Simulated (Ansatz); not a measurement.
Start from Ti in the hcp (Mg type) structure (space group P6_3/mmc, No. 194; relaxed with 0.1 eV smearing).

```yaml
crystal:
  lattice:
    - [2.90164, 0.00000, 0.00000]
    - [-1.45082, 2.51289, 0.00000]
    - [0.00000, 0.00000, 4.59296]
  atoms:
    - { symbol: Ti, position: [0.66667, 0.33333, 0.75000] }
    - { symbol: Ti, position: [0.33333, 0.66667, 0.25000] }
```

Cartesian axes are those of the cell as printed.

Method: PBEsol (Ansatz, a quantum-chemistry and plane-wave program; PAW; 420 eV plane waves; spin-orbit coupling left out).

Before the change:

```
Item        Value
--------  -------
Pressure  0.0 GPa
```

Perturbation: tensor shear ε_xz = +1.43 % (engineering shear γ = 0.0286), atoms relaxed at fixed cell.

Problem. What happens to the energy relative to the base and pressure?

Solution. The energy increases by 1.6 meV/atom; the pressure (mean of the normal stresses, compression positive) remains 0.0 GPa.

The cells carry an imposed strain or load. No phonon test of stability was made. The final runs are not spin-polarised.
